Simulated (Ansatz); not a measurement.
AlN (model structure, started from the GeS type, Fm-3m, No. 225, 8 atoms in the cell; like a known high-pressure phase), treated with LDA in Ansatz (PAW).

Settings: plane-wave cutoff 520 eV, 8×20×16 k mesh (along the axes of the cell as run), Fermi–Dirac smearing 0.05 eV, scalar-relativistic PAW data made under PBE.

Cell (relaxed at this level):

AlN has the cubic space group Fm-3m (No. 225), the rock salt structure, Pearson symbol cF8. Lattice parameters: a = b = c = 4.011 Å, α = β = γ = 90.00°. Al on 4a has 6 N at 2.006 Å (octahedral). N on 4b has 6 Al at 2.006 Å (octahedral). (Neighbours: up to the widest gap in distance over summed covalent radii, below 1.35, at either atom; cation-cation and far metal-metal contacts left out.)

### Question
Give the computed band gap.

### Answer

- band gap = 4.71 eV (direct)

Static lattice: no zero-point or thermal effects.

A model structure was made by putting elements into a prototype or built by hand; it is no filed structure, need not be a known phase, and can be a saddle point held by its symmetry.

Ansatz is a quantum-chemistry and plane-wave program.
